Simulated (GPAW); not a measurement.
**Short convergence ladders for Yb (Fm-3m, 1 atom in the cell)**

```
Yb
1.0
    0.00000     2.75370     2.75370
    2.75370     0.00000     2.75370
    2.75370     2.75370     0.00000
Yb
1
Direct
  0.00000   0.00000   0.00000
```

Base method: PBE, GPAW PAW datasets PBE (gpaw-data 1.0.1) (plane waves; GPAW).

Base settings: mode = pw; ecut = 850 eV; xc = PBE; kpts = 5 5 5; mesh shift (steps) = 0 0 0; occupations.name = fermi-dirac; occupations.width = 0.1 eV; nbands = -7; symmetry.symmorphic = false; symmetry.tolerance = 0.0005.

The count of work is k-points × plane waves × bands × iterations; it is no time. Core times come from one kind of shared machine, to one figure; runs under 30 s give none.

**The k-point mesh**

The second cell is the first with its lattice scaled by 0.98.

Only quantities that move along the ladder and can be compared are tabulated.

| kpts | free energy less the last step's (meV/atom) | energy of the compressed cell less the first (meV/atom) | pressure (GPa) | count of work / last |
|---|---|---|---|---|
| 2 2 2 | -44.37 | -96.74 | -6.24 | 0.047 |
| 4 4 4 | -34.30 | -24.27 | -1.92 | 0.15 |
| 5 5 5 | -16.63 | -25.94 | -2.11 | 0.15 |
| 7 7 7 | -1.17 | -25.50 | -2.03 | 0.28 |
| 9 9 9 | 0.98 | -25.28 | -2.04 | 0.52 |
| 11 11 11 | -0.08 | -25.42 | -2.06 | 0.78 |
| 12 12 12 | 0.00 | -25.35 | -2.03 | 1.0 |

Coarsest kpts that holds the pressure within 0.1 GPa of the last step, with all finer ones: 5 5 5, at 0.15 of the last step's count of work; the step before is off by 0.11 GPa.

Coarsest kpts that holds the energy of the compressed cell less the first within 0.5 meV/atom of the last step, with all finer ones: 7 7 7, at 0.28 of the last step's count of work; the step before is off by 0.59 meV/atom.

Coarsest kpts that holds the free energy within 0.5 meV/atom of the last step, with all finer ones: 11 11 11; the step before is off by 0.98 meV/atom.

The energy difference between the two cells stays within 1 meV/atom of the last step's from 5 5 5 on, the total only from 9 9 9 on: much of the error is common to both cells and cancels.

**The k-point mesh at a smearing width of 0.05 eV**

In this ladder: occupations.width = 0.05 eV.

The second cell is the first with its lattice scaled by 0.98.

Only quantities that move along the ladder and can be compared are tabulated.

| kpts | free energy less the last step's (meV/atom) | energy of the compressed cell less the first (meV/atom) | pressure (GPa) | count of work / last | core time / last (rough) |
|---|---|---|---|---|---|
| 4 4 4 | -34.44 | -24.92 | -1.91 | 0.061 | 0.2 |
| 6 6 6 | 18.99 | -26.65 | -2.13 | 0.14 | 0.3 |
| 9 9 9 | 0.59 | -27.39 | -2.17 | 0.17 | 0.3 |
| 11 11 11 | -0.16 | -27.41 | -2.12 | 0.32 | 0.6 |
| 17 17 17 | 0.00 | -27.39 | -2.16 | 1.0 | 1 |

Coarsest kpts that holds the free energy within 2 meV/atom of the last step, with all finer ones: 9 9 9, at 0.17 of the last step's count of work and about 0.3 of the last step's time; the step before is off by 19 meV/atom.

Coarsest kpts that holds the energy of the compressed cell less the first within 1 meV/atom of the last step, with all finer ones: 6 6 6, at 0.14 of the last step's count of work and about 0.3 of the last step's time; the step before is off by 2.5 meV/atom.

Coarsest kpts that holds the pressure within 0.1 GPa of the last step, with all finer ones: 6 6 6, at 0.14 of the last step's count of work and about 0.3 of the last step's time; the step before is off by 0.26 GPa.

The energy difference between the two cells stays within 1 meV/atom of the last step's from 6 6 6 on, the total only from 9 9 9 on: much of the error is common to both cells and cancels.

**The width of Gaussian smearing**

In this ladder: kpts = 8 8 8; occupations.name = methfessel-paxton; occupations.order = 0.

Narrow widths need finer meshes than wide ones, so the last steps can hold mesh noise.

Only quantities that move along the ladder and can be compared are tabulated; pressure and forces are left out, as mesh noise rules them at narrow widths.

| occupations.width | free energy less the last step's (meV/atom) | energy extrapolated to zero width less the last step's (meV/atom) |
|---|---|---|
| 1 eV | -597.50 | -16.33 |
| 0.5 eV | -140.67 | 15.90 |
| 0.3 eV | -39.69 | 12.58 |
| 0.1 eV | 0.00 | 0.00 |

Widest occupations.width that holds the free energy within 5 meV/atom: not settled: the last two steps still differ by 40 meV/atom, over half the tolerance, so the ladder does not show it.

Widest occupations.width that holds the energy extrapolated to zero width within 2 meV/atom: not settled: the last two steps still differ by 13 meV/atom, over half the tolerance, so the ladder does not show it.

The extrapolation to zero width removes most of the smearing's effect on the energy.

On the base run: the starting cell has typed, rounded lattice constants, without a prior relaxation at this level. Its lattice was rescaled by up to half a per cent. Spin polarisation is off.

Left out of this page: 2 runs of the series outside the window shown, repeating another row's setting, or not comparable.
